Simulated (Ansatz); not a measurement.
Response to strain in BaHfO3

Start from BaHfO$_{3}$ in the cubic perovskite structure (space group Pm-3m, No. 221; a = 4.158 Å). Axes: x, y, z lie along the cube axes.

Strains are applied to the cell and any free atomic positions relax; under biaxial strain the out-of-plane vector relaxes too.

Calculations: PBEsol in Ansatz (plane waves to 420 eV, PAW, spin-orbit coupling left out).

| biaxial strain, plane normal [111], relaxed out of plane (%) | out-of-plane strain (%) |
|---|---|
| -2.5 | 1.97 |
| -2 | 1.55 |
| -1.5 | 1.15 |
| -1 | 0.76 |
| -0.5 | ? |
| 0 | 0.00 |

Fit ε⊥ = −νε + γε² (strains in %) to the rows shown and predict the withheld row.

Least squares on the printed values gives ν = 0.74 (the biaxial Poisson response) and γ = 0.020 (largest residual 0.00 %); this predicts 0.37 %, and the run gives 0.37 %, in agreement.

Whether these cells are dynamically stable was not tested.

Ansatz is a quantum-chemistry and plane-wave program.
